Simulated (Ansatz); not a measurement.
Formation energy of the localised charge states of Ga vacancy in beta Ga2O3 (start: the Ga(1) site; 120-site cell, 2×2×2 shifted sampling) against the Fermi level, O-rich (Δμ(Ga) = -4.56 eV; only phases computed here count, gases as isolated molecules at 0 K). Computed with PBE, PAW (plane waves to 420 eV; Ansatz, a quantum-chemistry and plane-wave program).

Charges with a result: +1, 0, −1, −2, −3. Others weren't obtained, and one of them could lie lower, also by skipping a charge.

Set-up: 120-site cell; 2×2×2 shifted k-points; host gap 2.01 eV; charged states image-corrected; corrections reach 1.9 eV, so highly charged states may be off by several tenths; flagged in the runs: a host whose relaxation on this sampling wasn't shown to rest, a strain field that reaches the edge of the cell.

Left out: charge +1 (level within 0.1 eV of a band edge or past it).

```csv
E_F − E_VBM (eV),q = 0,q = −1,q = −2,q = −3
0.00,4.50,4.97,5.92,7.45
0.25,4.50,4.72,5.42,6.69
0.50,4.50,4.47,4.92,5.94
0.75,4.50,4.22,4.42,5.19
1.00,4.50,3.97,3.91,4.44
1.26,4.50,3.72,3.41,3.68
1.51,4.50,3.47,2.91,2.93
1.76,4.50,3.21,2.41,2.18
2.01,4.50,2.96,1.90,1.42
```

Crossings of the lowest lines: (0/−1) at 0.47 eV; (−1/−2) at 0.95 eV; (−2/−3) at 1.53 eV.
